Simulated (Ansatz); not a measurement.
**What biaxial strain −0.83 %, plane normal [111], relaxed out of plane does to GaAs**

The reference is GaAs in the zinc blende structure (space group F-43m, No. 216; a = 5.667 Å). Axes: x, y, z lie along the cube axes.

It is then changed as follows: biaxial strain −0.83 %, plane normal [111], relaxed out of plane (Cartesian); in-plane vectors clamped, the third vector and the atoms free.

All numbers come from r2SCAN (Ansatz, a quantum-chemistry and plane-wave program), scalar-relativistic without spin-orbit coupling. k-mesh 10×10×10 (Γ-centred); smearing 0.05 eV (Fermi–Dirac).

The volume per atom decreases by 0.30 Å³ to 22.45 Å³ and the space group becomes R3m (No. 160) (base: F-43m (No. 216)). The shortest interatomic distance decreases by 0.014 Å (2.454 Å → 2.440 Å) and the energy rises by 1.7 meV/atom. The pressure (mean of the normal stresses, compression positive) goes from zero to 9.8 kbar and the band gap rises by 0.07 eV, from 0.96 eV to 1.03 eV. The gap character stays direct at Γ and the valence-band top at Γ (three highest levels, from the VBM) becomes 0.00, 0.00, -0.10 eV (base: 0.00, 0.00, 0.00 eV). The valley order (the lowest conduction-band minima on the path, energy above the VBM, named in the base's zone) goes from Γ 0.96 eV; L along ⟨111⟩ 1.35 eV; a point along ⟨100⟩, about 1.0 Å⁻¹ from Γ 1.72 eV to Γ 1.03 eV; L along [1-11] 1.32 eV; L along [111] 1.48 eV; a point along [100], about 1.0 Å⁻¹ from Γ 1.66 eV and the out-of-plane strain is +0.36 %. The ratio −ε⊥/ε∥ is 0.43 and the mean in-plane stress (compression positive) comes out as +1.5 GPa.

Final structure (turned so that z lies along the plane normal):

```xyz
2
Lattice="3.9737 0.0000 0.0000 1.9869 3.4413 0.0000 1.9869 -1.1471 3.2833" Properties=species:S:1:pos:R:3 pbc="T T T"
Ga     0.0000     0.0000     0.0052
As     3.9737     0.0000     2.4573
```

Semilocal Kohn–Sham gaps tend to fall short of experiment. Whether these cells are dynamically stable was not tested. k-point labels follow each cell's own Brillouin zone.
